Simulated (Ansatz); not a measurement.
Base system: BP in the zinc blende structure (space group F-43m, No. 216; a = 4.4905 Å). Axes: x, y, z lie along the cube axes.

Computed with LDA, PAW, 420 eV (Ansatz, an electronic-structure program; without spin-orbit coupling).

Strains are applied to the cell and any free atomic positions relax; under biaxial strain the out-of-plane vector relaxes too.

One change was made to it. Results:

```json
[
 {"quantity": "band gap", "base": "1.14 eV", "after": "1.08 eV"},
 {"quantity": "smallest direct gap", "base": "3.43 eV", "after": "3.23 eV"},
 {"quantity": "valence-band top at Γ (three highest levels, from the VBM)", "base": "0.00, 0.00, 0.00 eV", "after": "0.00, -0.12, -0.12 eV"}
]
```

**Question.** Name the change that was made.
A. biaxial strain +1.67 %, plane normal [111], relaxed out of plane
B. biaxial strain +1.25 %, plane normal [111], relaxed out of plane
C. biaxial strain +0.83 %, plane normal [111], relaxed out of plane
D. biaxial strain +2.08 %, plane normal [111], relaxed out of plane

**Answer.** B, biaxial strain +1.25 %, plane normal [111], relaxed out of plane. For comparison, the valence-band top at Γ in the other runs: biaxial strain +0.83 %, plane normal [111], relaxed out of plane gives 0.00, -0.09, -0.09 eV; biaxial strain +2.08 %, plane normal [111], relaxed out of plane gives 0.00, -0.19, -0.19 eV; biaxial strain +1.67 %, plane normal [111], relaxed out of plane gives 0.00, -0.16, -0.16 eV.

Stability against distortions was not tested.
